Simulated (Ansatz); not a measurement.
Spinel GeNi2O4, treated with BLYP in Ansatz (plane waves, PAW).

Settings: plane-wave cutoff 520 eV, 12×12×12 k mesh, Fermi–Dirac smearing 0.05 eV, spin-polarised start, scalar-relativistic PAW data made under PBE.

A third-order Birch–Murnaghan fit to the energies gives V0 = 10.629 Å³/atom, B0 = 167 GPa, B′ = 4.6.

```csv
V (Å³/atom),P (GPa)
10.204,[?]
10.416,[?]
10.629,0.00
10.842,[?]
11.054,[?]
```

Question: Estimate the withheld pressures from this fit; the answers are the runs' own values.

Answer: 
- 10.204, P (GPa): 7.49
- 10.416, P (GPa): 3.53
- 10.842, P (GPa): -3.16
- 11.054, P (GPa): -5.97

The formula P = (3/2) B0 (x^(7/3) − x^(5/3)) [1 + (3/4)(B′ − 4)(x^(2/3) − 1)] with x = V0/V meets the computed pressures within 0.02 GPa when these rounded values are put in.

Note: the magnetic order was assumed, not searched for or taken from measurement; the relaxation could not lower the start's symmetry, so the cell can be a saddle point above a distorted one.

Static lattice: no zero-point or thermal effects.

It cost about 100 core-minutes (a rough figure) of CPU time.

Ansatz is an electronic-structure program.
